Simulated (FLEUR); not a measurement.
Band structure of NiSi₂ (Fm-3m, 3 atoms in the cell).

```xyz
3
Lattice="0.0000 2.6690 2.6690 2.6690 0.0000 2.6690 2.6690 2.6690 0.0000" Properties=species:S:1:pos:R:3 pbc="T T T"
Si     1.3345     1.3345     1.3345
Si     4.0035     4.0035     4.0035
Ni     0.0000     0.0000     0.0000
```

Method of the run: PBE, all-electron FLAPW (FLEUR), scalar-relativistic valence.

Settings: Kmax = 4.1 1/bohr; GmaxXC = 12.3 1/bohr; xcFunctional = pbe; jspins = 1; l_soc = F; mode = hist; fermiSmearingEnergy = 0.00499791 Htr; mesh (inpgen div1-3) = 9 9 9; inpgen gamma flag = false; Gmax = 12.3 1/bohr; numbands = 0; maxIterBroyd = 15; imix = Anderson; alpha = 0.05.

The starting cell has typed, rounded lattice constants, without a prior relaxation at this level. Its lattice was rescaled by a random factor within 2.5 % of one. Spin polarisation is off. Values depend on the basis (sphere radii, cutoffs, local orbitals), which need not be converged.

Levels in eV from the Fermi level, bands 9 to 16:
| point | 9 | 10 | 11 | 12 | 13 | 14 | 15 | 16 |
|---|---|---|---|---|---|---|---|---|
| Γ | -3.78 | -0.05 | 1.75 | 1.75 | 1.75 | 2.15 | 2.15 | 2.15 |
| X | -3.85 | -3.85 | -3.69 | -3.35 | -0.39 | 1.30 | 7.67 | 8.69 |
| W | -3.98 | -3.85 | -3.42 | -2.62 | 2.29 | 2.29 | 4.60 | 5.30 |
| K | -4.06 | -3.66 | -3.13 | -2.83 | 0.21 | 3.63 | 4.75 | 6.65 |
| L | -3.58 | -3.58 | -1.61 | -1.61 | 1.79 | 1.82 | 1.82 | 2.83 |
| U | -4.06 | -3.66 | -3.13 | -2.83 | 0.21 | 3.63 | 4.75 | 6.65 |
